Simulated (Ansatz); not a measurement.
Consider a periodic stack without vacuum, tetragonal WSi2 (1 1 0) on diamond (1 1 1) (film strained to the substrate, started from cuts of the bulks and a machine-learned relaxation): substrate slab C42, film Si8W4, surface cells [[1, 1], [-2, 1]] and [[-1, -1], [1, 0]], film strained by -4.2 and -3.7 %, outermost planes C/C and SiW/SiW as cut, which need not be the usual terminations and can put a slab off its formula. Its start:

```xyz
54
Lattice="4.3742 0.0000 -0.0364 -2.1871 3.7882 0.0283 -2.3896 0.4848 24.8983" Properties=species:S:1:pos:R:3 pbc="T T T"
C     -0.4008     2.5708     1.8422
C      1.7889     3.8097     1.8328
C      1.7782     1.2993     1.8157
C      2.5204     2.5460     1.3709
C      0.3359     3.8397     1.3740
C      0.3044     1.2959     1.3626
C      1.0669     2.5529     3.9181
C     -1.1205     3.8160     3.9396
C      3.2529     1.2911     3.8927
C     -0.3918     2.5573     3.4204
C      1.7938     3.8157     3.4083
C      1.7880     1.2908     3.3963
C     -1.8392     2.5479     6.0033
C      0.3480     3.8108     5.9882
C      0.3473     1.2852     5.9816
C      1.0733     2.5490     5.4651
C     -1.1137     3.8121     5.4867
C     -1.1142     1.2868     5.4777
C     -0.3683     2.5425     8.0505
C     -2.5555     3.8051     8.0722
C      1.8187     1.2797     8.0289
C     -1.8304     2.5438     7.5481
C      0.3568     3.8067     7.5332
C      0.3565     1.2811     7.5265
C      1.1055     2.5361    10.0986
C     -1.0814     3.7989    10.1201
C     -1.0816     1.2736    10.1133
C     -0.3569     2.5378     9.5957
C     -2.5440     3.8005     9.6174
C      1.8301     1.2751     9.5741
C     -1.7923     2.5305    12.1810
C      0.3955     3.7923    12.1663
C      0.3943     1.2667    12.1592
C      1.1192     2.5311    11.6454
C     -1.0675     3.7941    11.6669
C     -1.0680     1.2689    11.6601
C     -0.3135     2.5230    14.2105
C     -2.5022     3.7871    14.2387
C      1.8702     1.2620    14.1845
C     -1.7794     2.5309    13.7412
C      0.4156     3.7875    13.7266
C      0.4059     1.2577    13.7191
Si     1.8870     1.2597    16.1650
Si    -0.2933     2.5181    16.2058
Si    -1.3902     3.1547    18.8759
Si    -1.3878     0.6257    18.9121
Si    -2.4228     1.3574    21.9096
Si    -0.1560     2.5759    21.0118
Si    -1.1382     2.9490    23.5750
Si    -1.0888     0.3792    23.6880
W     -2.4840     3.7835    16.6235
W      0.8071     1.8912    18.6382
W     -2.3491     3.8399    21.1619
W      1.0614     1.6592    24.3913
```

The start was prepared with a machine-learned potential, and the result is one local minimum, with the in-plane cell held and forces under 0.04 eV/Å; the film can end far from its bulk form.

All values below come from PBE (plane waves to 420 eV, PAW; Ansatz, an electronic-structure program). No spin–orbit coupling; the runs are not spin-polarised. Its k-point mesh 7×7×1, Fermi–Dirac width 0.05 eV.

### Question
Predict the relaxed interface.

### Answer
- interface area = 16.6 Å²
- period = 24.28 Å
- gaps between the outermost planes at the two interfaces = 1.91 and 1.91 Å
- C–Si contacts across the interfaces within 1.22 times the sum of covalent radii = 4, mean 1.99 Å
- C–W contacts across the interfaces within 1.22 times the sum of covalent radii = 2, mean 2.35 Å
- estimate of the barrier = withheld, since the Fermi level falls at or inside a band of the host, which a slab this thin can't settle
